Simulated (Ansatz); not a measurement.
By PBEsol, the system below comes out a metal.

A figure of merit of an interconnect metal is its ballistic conductance per area.

Input:

```
CELL_PARAMETERS angstrom
      2.92375     0.00000     0.00000
     -0.97458     2.75654     0.00000
      0.97458     1.37827     2.38723
ATOMIC_POSITIONS crystal
  Ta 0.00000 0.00000 0.00000
```

The cell is strained (all lengths scaled by 1.02); by PBEsol it stands under a pressure of -15.1 GPa.

The current flows along the normal of the first two printed cell vectors, the (110) plane of the conventional cell. No spin-orbit coupling; the value is a mean over 0.1 eV about the Fermi level.

Problem. Compute, with PBEsol (Ansatz, a quantum-chemistry and plane-wave program), the ballistic conductance per area.

Solution. 1.7 × 10¹⁵ S/m² for both spins.
